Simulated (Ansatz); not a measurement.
What tensor shear ε_xy = +2.00 % does to SrCl2

Take SrCl2 in the fluorite structure (space group Fm-3m, No. 225; a = 6.9078 Å) as the base. Axes: x, y, z lie along the cube axes.

Modification: a pure shear with ε_xy = ε_yx = 0.0200, atoms relaxed at fixed cell.

Method: Ansatz (a quantum-chemistry and plane-wave program) PBEsol, no spin-orbit coupling. k-mesh 8×8×8 (Γ-centred); smearing 0.05 eV (Fermi–Dirac).

```tsv
quantity	base	changed	shift
volume per atom	27.47 Å³	27.46 Å³	-0.01 Å³
shortest interatomic distance	299.1 pm	296.6 pm	-2.5 pm
energy relative to the base (free energy F)	0 meV/atom	+1.4 meV/atom	+1.4 meV/atom
pressure (mean of the normal stresses, compression positive)	0.00 GPa	0.03 GPa	+0.03 GPa
band gap	5.25 eV	5.25 eV	0.00 eV
gap character	–	indirect, X → Γ	–
smallest direct gap	5.34 eV	5.34 eV	0.00 eV
electron mass	0.37 mₑ (at Γ)	0.37 mₑ (at Γ)	–
stress (xx, yy, zz, yz, xz, xy; compression positive)	–	(0.02, 0.02, 0.05, 0.00, 0.00, -0.41) GPa	–
```

Cost of the whole job for the changed cell (relaxation, final SCF and bands): very roughly 40 core-seconds.

The cells carry an imposed strain or load. Effective masses come from finite differences of ±0.01 Å⁻¹. Whether these cells are dynamically stable was not tested. Labels are those of the standard path for the cell's own space group.
